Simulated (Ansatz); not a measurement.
Rutile IrO₂: LDA at its full settings (plane-wave cutoff 520 eV, 12×12×18 k mesh (along the axes of the cell as run), Fermi–Dirac smearing 0.05 eV, no spin polarisation, scalar-relativistic PAW data made under PBE) and at cheaper ones, in a cell of 6 atoms with Γ-centred meshes.

```tsv
level and setting	lattice parameter a (Å)	lattice parameter c (Å)	bulk modulus (GPa)
LDA (Ansatz)	4.434	3.136	313
LDA (250 eV cutoff) (Ansatz)	4.418	3.114	340
LDA (Γ point alone) (Ansatz)	4.420	2.971	363
LDA (2×2×2 k mesh) (Ansatz)	4.421	3.123	319
LDA (4×4×4 k mesh) (Ansatz)	4.434	3.135	314
```

Largest shifts from the full settings: lattice constant a -0.36 % (LDA (250 eV cutoff)), against a difference of -1.58 % of the full result from the reference 4.505 Å (measured, room temperature, no zero-point or thermal correction; as tabulated in Hiroi (2015), arXiv:1503.02262); lattice parameter c -5.26 % (LDA (Γ point alone)), against a difference of -0.73 % of the full result from the reference 3.159 Å (measured, room temperature, not corrected to a static lattice; as tabulated in Hiroi (2015), arXiv:1503.02262); bulk modulus +16.0 % (LDA (Γ point alone)).

The full settings aren't shown to be converged themselves.

Ansatz's density-functional and Hartree–Fock values are scalar-relativistic unless marked +SOC, with PAW data made under PBE.

Run with cheap settings on purpose, which may leave them unconverged: LDA (250 eV cutoff), LDA (2×2×2 k mesh), LDA (4×4×4 k mesh), LDA (Γ point alone).

Ansatz is a quantum-chemistry and plane-wave program.
